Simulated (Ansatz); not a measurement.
Partial pair distribution functions of a relaxed model of amorphous Ge12Sb12Te30, broadened by 0.06 Å; density 6.14 g/cm³. These are PBE-D3(BJ), scalar-relativistic without spin-orbit coupling, PAW (Ansatz default set, large-core Te) (plane waves to 420 eV; Ansatz, a quantum-chemistry and plane-wave program) values and carry that method's errors.

It comes from a melt-quench run on a machine-learned potential (CHGNet), relaxed afterwards by DFT. The hot cell started wider than the set density and was brought back towards it in steps. It is the lowest in DFT energy of 4 quenches. It is a model cell: composition and starting density were chosen by hand, and all elements were melted together. The geometry includes D3(BJ) dispersion. Its density started from a set value of 6.01 and ended at 6.14 g/cm³. Cooling (nominally 20 K/ps over its main leg) ran many orders faster than in experiment, which tends to leave more defects and strain. Values belong to this one cell and scatter from quench to quench. The volume was free in the relaxation, at fixed shape. On a 2×2×2 Γ-centred mesh force components of up to 0.36 eV/Å stay, since the relaxation ran on one k-point at (1/4, 1/4, 1/4).

```tsv
r (Å)	g Ge-Te	g Sb-Te	g Ge-Ge	g Sb-Sb
2.45	0.00	0.00	0.00	0.00
2.55	0.23	0.00	0.00	0.00
2.65	2.03	0.02	0.00	0.00
2.75	5.53	0.88	0.00	0.03
2.85	7.11	4.88	0.00	0.93
2.95	3.39	4.55	0.00	2.55
3.05	1.13	2.62	0.00	0.71
3.15	0.97	2.32	0.00	0.03
3.25	1.42	1.80	0.00	0.44
3.35	0.74	0.97	0.00	1.41
3.45	0.36	1.10	0.24	2.14
3.55	0.93	0.54	1.70	0.71
3.65	0.99	0.35	1.48	0.02
3.75	0.64	0.97	0.74	0.04
3.85	0.73	1.29	0.16	0.82
3.95	1.18	0.99	1.54	1.72
4.05	1.02	0.69	2.87	1.21
4.15	0.72	0.82	2.21	1.50
4.25	0.82	0.70	1.60	1.13
4.35	1.16	0.82	1.95	0.34
4.45	0.62	1.19	0.37	1.22
4.55	0.33	1.13	0.00	1.54
4.65	0.50	0.80	0.01	1.62
4.75	0.63	0.66	0.48	0.95
4.85	0.77	0.71	1.47	0.56
4.95	1.18	0.72	0.61	0.44
5.05	0.92	1.22	0.69	0.41
5.15	0.57	1.22	1.01	0.92
5.25	0.54	0.92	1.19	2.03
5.35	0.27	0.70	0.63	0.96
5.45	0.57	0.33	0.51	0.31
5.55	0.79	0.58	0.71	0.35
5.65	0.98	0.66	0.56	0.37
5.75	1.12	0.70	1.11	0.44
5.85	1.12	0.74	2.19	1.10
5.95	1.44	1.01	1.39	1.54
```

Within 3.10 Å each Ge has 3.58 Te neighbours on average.
